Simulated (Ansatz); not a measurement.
# TiMo₃ (model structure, started from the Cu3Au type, Pm-3m, No. 221, 4 atoms in the cell)

These are LDA (Ansatz, a program for electronic structure, PAW) values and carry that method's errors.

Numerical settings: plane-wave cutoff 520 eV, 14×14×14 k mesh, Fermi–Dirac smearing 0.05 eV, no spin polarisation, scalar-relativistic PAW data made under PBE.

Cell (relaxed at this level):

```cif
data_Mo3Ti
_chemical_formula_sum 'Mo3 Ti1'
_space_group_name_H-M_alt 'Pm-3m'
_space_group_IT_number 221
_space_group_name_Hall '-P 4 2 3'
_cell_length_a 3.94270
_cell_length_b 3.94270
_cell_length_c 3.94270
_cell_angle_alpha 90.000
_cell_angle_beta 90.000
_cell_angle_gamma 90.000
loop_
_atom_site_label
_atom_site_type_symbol
_atom_site_symmetry_multiplicity
_atom_site_Wyckoff_symbol
_atom_site_fract_x
_atom_site_fract_y
_atom_site_fract_z
_atom_site_occupancy
Mo1 Mo 3 c 0.00000 0.50000 0.50000 1
Ti1 Ti 1 a 0.00000 0.00000 0.00000 1
```

| Property | Value |
|---|---|
| bulk modulus B0 | 228 GPa |

Note: the run has no spin polarisation, so it can have missed a magnetic state; the bulk modulus is −V dP/dV from two relaxed cells at ±2 % in volume; the relaxation could raise the start's symmetry but not lower it, so the cell can be a saddle point.

Computed values are for the static lattice.

Cost on a shared machine: about 90 core-seconds (a rough figure).

A model structure was made by putting elements into a prototype or built by hand; it is no filed structure, need not be a known phase, and can be a saddle point held by its symmetry.
